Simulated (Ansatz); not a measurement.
# AlB2-type TiB2

Calculation: r²SCAN (Ansatz, a program for electronic structure, plane waves, PAW).

Numerical settings: plane-wave cutoff 560 eV, 24×24×18 k mesh (along the axes of the cell as run), Fermi–Dirac smearing 0.05 eV, no spin polarisation, scalar-relativistic PAW data made under PBE.

Cell: relaxed at this level.

| Item | Value |
|---|---|
| volume per atom | 8.51 Å³/atom |
| bulk modulus | 257 GPa |
| equilibrium lattice constant a | 3.025 Å |
| c axis length | 3.222 Å |
| band gap | none |
| pressure derivative B′ of the bulk modulus | 3.9 |

Measured, for comparison: bulk modulus 240 GPa (room temperature, no zero-point or thermal correction, our sources range from 233 to 250; as tabulated in Synthesis of Binary Transition Metal Nitrides, Carbides and Borides from the …); lattice constant a 3.029 Å, lattice parameter c 3.229 Å (293 K, no zero-point or thermal correction; as tabulated in R. G. Munro, J. Res. NIST 105, 709 (2000), Material Properties of Titanium …). Computed (rounded) less measured: bulk modulus +7 % (+3 % to +10 % over the range), lattice constant a -0.1 %, lattice parameter c -0.2 %. A static lattice is as a rule a little smaller and stiffer than an uncorrected measurement, which narrows the difference in the bulk modulus and would widen misses of the other sign.

Note: the bulk modulus comes from volumes at which shape and atoms were relaxed.

Static lattice: no zero-point or thermal effects.

Cost on a shared machine: very roughly 7 core-minutes.
